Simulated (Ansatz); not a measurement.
The reference is NiO in the rock salt structure (space group Fm-3m, No. 225; ferromagnetic).

```cif
data_NiO
_chemical_formula_sum 'O1 Ni1'
_space_group_name_H-M_alt 'P 1'
_space_group_IT_number 1
_cell_length_a 2.91020
_cell_length_b 2.91020
_cell_length_c 2.91020
_cell_angle_alpha 60.000
_cell_angle_beta 60.000
_cell_angle_gamma 60.000
loop_
_space_group_symop_operation_xyz
  'x, y, z'
loop_
_atom_site_label
_atom_site_type_symbol
_atom_site_fract_x
_atom_site_fract_y
_atom_site_fract_z
_atom_site_occupancy
O1 O 0.00000 0.00000 0.00000 1
Ni1 Ni 0.50000 0.50000 0.50000 1
```

The values are results of plane-wave PAW DFT at the PBEsol level (Ansatz, a quantum-chemistry and plane-wave program, 420 eV), spin-orbit coupling left out, not measurements.

One change was made to it. Results:

| quantity | base | after |
|---|---|---|
| lattice parameter a | 4.116 Å | 4.114 Å |
| largest site moment | 1.02 μB | 1.02 μB |

### Question
Which of these changes matches the shifts?
A) pressure 5 GPa
B) pressure 0.3 GPa
C) pressure −2 GPa

### Answer
B, pressure 0.3 GPa. For comparison, the lattice parameter a in the other runs: pressure −2 GPa gives 4.130 Å; pressure 5 GPa gives 4.076 Å.

Load acts through the strain it causes; cell and atoms are relaxed under it. Stability against distortions was not tested. No other phases were tried under pressure. No Hubbard U is applied and the magnetic state is the run's own (NiO ferromagnetic); other magnetic orders, which need larger cells, were not tried and can change the gap. In its common phase, real NiO is an antiferromagnetic insulator at low temperature.
